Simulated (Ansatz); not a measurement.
bcc Eu was calculated with HSE06 (plane waves, PAW; Ansatz, a quantum-chemistry and plane-wave program).

Run with plane-wave cutoff 460 eV, 10×10×10 k mesh, Fermi–Dirac smearing 0.05 eV, spin-polarised with parallel moments, scalar-relativistic PAW data made under PBE.

Energies at three volumes about the minimum:

| V (Å³/atom) | E − E_lowest (meV/atom) |
|---|---|
| 49.313 | 1.56 |
| 50.578 | 0.00 |
| 51.842 | 0.83 |

Problem. Fit a parabola by hand: where is the minimum, and what is the bulk modulus?

Solution. Slopes: (0.00 − 1.56)/(50.578 − 49.313) = -1.233 and (0.83 − 0.00)/(51.842 − 50.578) = 0.657 meV/Å³. Curvature E″ = 2 × (0.657 − (-1.233))/(51.842 − 49.313) = 1.495 meV/Å⁶. From the middle of the first interval, the slope vanishes at V0 = 49.9455 − (-1.233)/1.495 = 50.770 Å³/atom. B = V0 E″ = 50.770 × 1.495 meV/Å³ × 0.1602 GPa per meV/Å³ = 12.2 GPa. The full Birch–Murnaghan fit to all volumes gives V0 = 50.758 Å³/atom and B0 = 11.9 GPa.

Measured, for comparison: bulk modulus 10.9 ± 0.6 GPa (room temperature, no zero-point or thermal correction, sources range from 10.9 to 11.7; as tabulated in arXiv:1012.3782); equilibrium volume per atom 48.10 Å³/atom (293 K, no zero-point or thermal correction; as tabulated in Wikipedia's data pages). Computed less measured: bulk modulus +9 % (+1.7 % to +9 % over the range), equilibrium volume per atom +5.5 %.

Note: the state of the 4f shell is in doubt; the collinear magnetic order is the start's and need not be the measured one.
